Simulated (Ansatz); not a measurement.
The starting structures come from a database of crystals and need not be the phases stable at ambient conditions.

Tunnelling through a barrier is set by its complex band structure: the current falls as exp(−2κd) with the smallest κ.

Given:

```
CELL_PARAMETERS angstrom
      7.32732     0.00000     0.00000
     -3.42423     9.36988     0.00000
     -3.62184    -0.58765     6.55373
ATOMIC_POSITIONS crystal
  K  0.76480 0.49430 0.27300
  K  0.23520 0.50570 0.72700
  K  0.92150 0.17360 0.92810
  K  0.07850 0.82640 0.07190
  K  0.06670 0.83180 0.54820
  K  0.93330 0.16820 0.45180
  K  0.39630 0.13810 0.43150
  K  0.60370 0.86190 0.56850
  Pb 0.40040 0.13380 0.93910
  Pb 0.59960 0.86620 0.06090
  Pb 0.70240 0.47460 0.71770
  Pb 0.29760 0.52540 0.28230
  O  0.50080 0.00640 0.79780
  O  0.49920 0.99360 0.20220
  O  0.18960 0.65100 0.39960
  O  0.81040 0.34900 0.60040
  O  0.05700 0.01520 0.78240
  O  0.94300 0.98480 0.21760
  O  0.33610 0.36890 0.51900
  O  0.66390 0.63110 0.48100
```

Space group of this cell: P-1. The cell is taken as given.

Transport runs along the normal of the first two printed cell vectors.

The gap is the functional's own. No spin-orbit coupling. Mid-gap values are interpolated on the energy grid.

Q: State the band gap and the smallest decay constant κ at mid-gap according to r2SCAN (Ansatz, a program for electronic structure).

A: Gap 2.21 eV on a 6×4×6 mesh; κ = 0.385 1/Å, at (0.333, 0.500) of the in-plane reciprocal vectors. At the zone centre, at the nearest computed energy, the slowest state has κ = 0.47 1/Å.
